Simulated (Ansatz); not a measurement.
## MgB2: energy against strain

MgB2 (AlB2 type, P6/mmm, 9.623 Å³/atom at rest, c along z) under a strain ε along c (axis z), the other axes held. PBE in Ansatz, a plane-wave DFT program (PAW, default set), 420 eV, 22×22×16 Γ-centred mesh, Fermi-Dirac smearing 0.10 eV; ions are relaxed within the symmetry of each cell.

Here s stands for strain and y for E less E0.

```
strain (%)  E less E0 (meV/atom)
----------  --------------------
-3.00                          ?
-1.50                       1.81
-1.00                       0.80
-0.50                       0.20
0.00                        0.00
0.50                        0.20
1.00                        0.79
1.50                        1.77
```

Taking a parabola for y over the 7 complete rows: Least squares gives y = 0.000 - 0.0100·s + 0.7952·s². Residuals (row less fit): 0.006, -0.005, -0.004, 0.000, 0.006, 0.005, -0.004; standard error 0.006 (degrees of freedom: 4). Twice the quadratic coefficient over the volume, 2 × 0.7952 meV × 10⁴ × 0.1602 / 9.623 Å³, is the elastic constant C33 = 265 ± 0.9 GPa.

Question: What does the fit predict for y at s = -3.00, and how far is the calculated value from it?

Answer: y = 0.000 - 0.0100 × (-3.0) + 0.7952 × (-3.0)² = 7.187 meV/atom. The calculation gives 7.34 meV/atom, 0.153 meV/atom above the prediction (2.1 % of the range of y in the table). The row lies outside the fitted rows, so this is an extrapolation. From the scatter of the fitted rows alone, a prediction at this place has a standard error of 0.024 meV/atom, so the miss is 6.4 times that.

One order more, fitted to all 13 runs of the series, follows each within 0.01, so the miss is the next term of a smooth law. In a metal these values are sensitive to mesh and smearing; energies are taken to zero smearing, stresses follow the free energy. Rows are the converged runs of the series near zero and its far end; series whose fitted rows scatter by over a few per cent of the range, as at a crossing or softening among them, aren't shown in this form. Most that stay on the fit to the last digits aren't either.
